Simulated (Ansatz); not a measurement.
Take KTaO₃ in the cubic perovskite structure (space group Pm-3m, No. 221) as the base.

```
CELL_PARAMETERS angstrom
      3.95200     0.00000     0.00000
      0.00000     3.95200     0.00000
      0.00000     0.00000     3.95200
ATOMIC_POSITIONS crystal
  K  0.00000 0.00000 0.00000
  Ta 0.50000 0.50000 0.50000
  O  0.50000 0.00000 0.50000
  O  0.00000 0.50000 0.50000
  O  0.50000 0.50000 0.00000
```

Cartesian axes are those of the cell as printed.

All numbers come from LDA/PAW in Ansatz (a program for electronic structure), spin-orbit coupling left out.

Strains are applied to the cell and any free atomic positions relax.

One change was made to it. Results:

```tsv
quantity	base	after
energy relative to the base (free energy F)	0 meV/atom	+2.6 meV/atom
smallest direct gap	2.73 eV	2.70 eV
band gap	2.13 eV	2.09 eV
```

Which change produced these results?
A) uniaxial strain ε_zz = +0.60 %
B) uniaxial strain ε_zz = +1.80 %
C) uniaxial strain ε_zz = +2.40 %
D) uniaxial strain ε_zz = +1.20 %

D, uniaxial strain ε_zz = +1.20 %. For comparison, the energy relative to the base in the other runs: uniaxial strain ε_zz = +1.80 % gives +5.8 meV/atom; uniaxial strain ε_zz = +2.40 % gives +10 meV/atom; uniaxial strain ε_zz = +0.60 % gives +0.7 meV/atom.

Spin-orbit coupling, missing from the scalar runs, can matter with Ta. Whether these cells are dynamically stable was not tested.
